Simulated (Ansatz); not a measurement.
## Cohesive energy of TaRe3 (model structure, started from the D022 type, I4/mmm, No. 139, 4 atoms in the cell) at several levels of theory

No measured value is used here.

| level (code) | value (eV/atom) | cell (Å³/atom) |
|---|---|---|
| LDA (Ansatz) | 9.53 | 15.08 |
| PBE (Ansatz) | 7.82 | 15.80 |
| PBEsol (Ansatz) | 8.75 | 15.35 |
| r²SCAN (Ansatz) | 7.56 | 15.55 |

Free atoms are spin-polarised, in the lowest state found; at levels without +SOC their spin–orbit coupling is left out.  Density-functional levels without +SOC have no spin–orbit coupling, which shifts binding energies of heavy elements. LDA, PBE, PBEsol, r²SCAN: the run has no spin polarisation, so it can have missed a magnetic state. Each level is taken at its own relaxed cell. Cutoffs differ between the levels. Ansatz's density-functional and Hartree–Fock values are scalar-relativistic unless marked +SOC, with PAW data made under PBE.

A model structure was made by putting elements into a prototype or built by hand; it is no filed structure, need not be a known phase, and can be a saddle point held by its symmetry.

Ansatz is a program for electronic structure.
